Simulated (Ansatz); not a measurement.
We consider BeMo (model structure, started from the CuAu type, P4/mmm, No. 123, 2 atoms in the cell), described by LDA (plane waves, PAW; Ansatz, an electronic-structure program).

Run with plane-wave cutoff 520 eV, 20×20×16 k mesh (along the axes of the cell as run), Fermi–Dirac smearing 0.05 eV, no spin polarisation, scalar-relativistic PAW data made under PBE.

Cell (relaxed at this level):

```yaml
crystal:
  lattice:
    - [2.60394, 0.00000, 0.00000]
    - [0.00000, 2.60394, 0.00000]
    - [0.00000, 0.00000, 3.44187]
  atoms:
    - { symbol: Be, position: [0.50000, 0.50000, 0.50000] }
    - { symbol: Mo, position: [0.00000, 0.00000, 0.00000] }
```

**Question.** Estimate the bulk modulus that the calculation returns.

**Answer.** 
* **bulk modulus**: 197 GPa

Note: the run has no spin polarisation, so it can have missed a magnetic state; the bulk modulus is −V dP/dV from two relaxed cells at ±2 % in volume; the relaxation could raise the start's symmetry but not lower it, so the cell can be a saddle point.

Computed values are for the static lattice.

Computing time: around 100 core-seconds (rough).

A model structure was made by putting elements into a prototype or built by hand; it is no filed structure, need not be a known phase, and can be a saddle point held by its symmetry.
